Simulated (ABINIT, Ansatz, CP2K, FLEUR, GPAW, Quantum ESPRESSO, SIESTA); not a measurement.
# One structure in several programs: MgH2 (P4_2/mnm, 6 atoms in the cell)

Self-consistent single point.

```
CELL_PARAMETERS angstrom
      4.53220     0.00000     0.00000
      0.00000     4.53220     0.00000
      0.00000     0.00000     3.02965
ATOMIC_POSITIONS crystal
  Mg 0.50000 0.50000 0.50000
  Mg 0.00000 0.00000 0.00000
  H  0.69557 0.69557 0.00000
  H  0.30443 0.30443 0.00000
  H  0.80443 0.19557 0.50000
  H  0.19557 0.80443 0.50000
```

All programs got the same cell, k-point mesh and kind of occupations (some realise fixed ones as a very narrow smearing) (in Ansatz's words: kpoints.mp_grid.grid = 6 6 9; scf.occupations.method = fixed); potentials, basis and cutoffs are each program's usual ones.

```csv
code,model,pressure (GPa),largest force (eV/Å),gap on the mesh (eV),k-points,cutoff
ABINIT,"PBE, PAW (JTH v2.0 PBE PAW)",-0.70,0.003,3.869,50,30 Ha
GPAW,"PBE, GPAW PAW datasets PBE (gpaw-data 1.0.1)",-0.70,0.004,3.875,50,850 eV
SIESTA,"GGA PBE, numerical atomic orbitals DZP, PseudoDojo PBE standard norm-conserving potentials (rewritten from UPF to PSML)",1.08,0.011,3.812,168,grid 400 Ry
FLEUR,"PBE, all-electron FLAPW (FLEUR), scalar-relativistic valence",–,0.003,3.870,50,Kmax 4.4 1/bohr
Ansatz,"PBE, default PAW files",-0.76,0.005,3.873,50,420 eV
Quantum ESPRESSO,"PBE, GBRV 1.5 ultrasoft (PBE) pseudopotentials",-0.64,0.003,3.868,50,40 Ry
CP2K,"PBE, GPW, DZVP-MOLOPT-SR-GTH basis, GTH-PBE potentials (GTH_POTENTIALS)",-1.97,0.100,3.246,164,grid 1000 Ry
```

A dash marks a value that a program does not give, or that is left out as unsure.

Gaps are read on the mesh. Another mesh or the band path gives a smaller gap, so these values are not converged in the mesh.

The spread over the programs that give each value: pressure within 3.05 GPa; largest force within 0.097 eV/Å; gap on the mesh within 0.629 eV.

The starting cell comes from a database of computed structures (which also holds hypothetical and non-ambient phases and stackings), without a prior relaxation at this level. Its lattice was rescaled by a random factor within 2.5 % of one. On Ansatz's run: Another mesh or the band path of this cell gives a smaller gap, so this value is not converged in the mesh.

### Question
Why do the programs differ, and what cannot be compared?

### Answer
Differences of this kind can come from the potentials, where these differ, and from what each basis and cutoff leave unconverged. The zero of total energies and Fermi levels follows the potentials and each program's conventions, so they are not compared here. SIESTA and CP2K use small atom-centred bases, whose incompleteness enters pressures, forces and empty levels differently from a plane-wave cutoff. FLEUR treats all electrons, but the usual bases taken here (sphere radii, linearisation, local orbitals, empty states) were not tested for convergence, so the values are no reference for the others. Ansatz's pressure is given at a fixed set of plane waves, as the other plane-wave codes print theirs; with its correction for the finite basis it is -0.64 GPa. The programs reduce the same mesh by symmetry to different extents, which changes the work and not the result. In the pressure, SIESTA (by 1.78) and CP2K (by 1.27) lie more than 1 GPa from the median of the plane-wave programs. In the gap, CP2K (by 0.625) lies more than 0.12 eV from the median of the plane-wave programs. In the force vectors, CP2K (by 0.104) lies more than 0.08 eV/Å from the median of the plane-wave programs.

Ansatz is a first-principles code.

Keys are those of Ansatz 0.2.
